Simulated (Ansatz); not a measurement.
A calculation on HfSiO₄ (I4₁/amd, No. 141, 12 atoms in the cell; start mp-4609) returned lattice constant a 6.524 Å, lattice parameter c 5.923 Å, cohesive energy 8.23 eV/atom.

**Question.** Which level of theory produced these numbers?
(A) PBE (Ansatz, a first-principles code)
(B) LDA (Ansatz)
(C) r²SCAN (Ansatz)
(D) r²SCAN+rVV10 (Ansatz)

**Answer.** B, LDA (Ansatz)

The others give: r²SCAN+rVV10 6.565 Å, 5.967 Å, 7.33 eV/atom; r²SCAN 6.582 Å, 5.972 Å, 7.19 eV/atom; PBE 6.647 Å, 6.014 Å, 7.05 eV/atom.

Unless a cell is named, each level is at its own relaxed cell (LDA 10.50, PBE 11.07, r²SCAN 10.78, r²SCAN+rVV10 10.71 Å³/atom).

Caveats: the relaxation could not lower the start's symmetry, so the cell can be a saddle point above a distorted one (r²SCAN+rVV10, r²SCAN, PBE, LDA). Ansatz's density-functional and Hartree–Fock values are scalar-relativistic unless marked +SOC, with PAW data made under PBE.

A start named mp-… is a Materials Project structure, which need not be a measured phase.
